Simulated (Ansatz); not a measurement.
The parent structure is GaS in the beta-GaS type structure (space group P6_3/mmc, No. 194; a = 3.534 Å, c = 15.039 Å; layered, stacked along the Cartesian z axis). Axes: x lies along a and z along c of the hexagonal cell.

Computed with PBEsol-D3(BJ) (Ansatz, a quantum-chemistry and plane-wave program; PAW; 420 eV plane waves; spin-orbit coupling left out).

One thing is altered: a pure shear with ε_xz = ε_zx = 0.0135, atoms relaxed at fixed cell.

Task: Predict the stress tensor and what it implies for the stiffness.

Result: Stress of the strained cell less that of the base (GPa, compression positive):
```
  -0.01    0.00   -0.35
   0.00    0.04    0.00
  -0.35    0.00    0.09
```

Then −Δσ/γ with γ = 2ε = 0.0270 gives secant stiffness values (nonlinear terms included at this strain): C55 ≈ 13 GPa.

Whether these cells are dynamically stable was not tested.
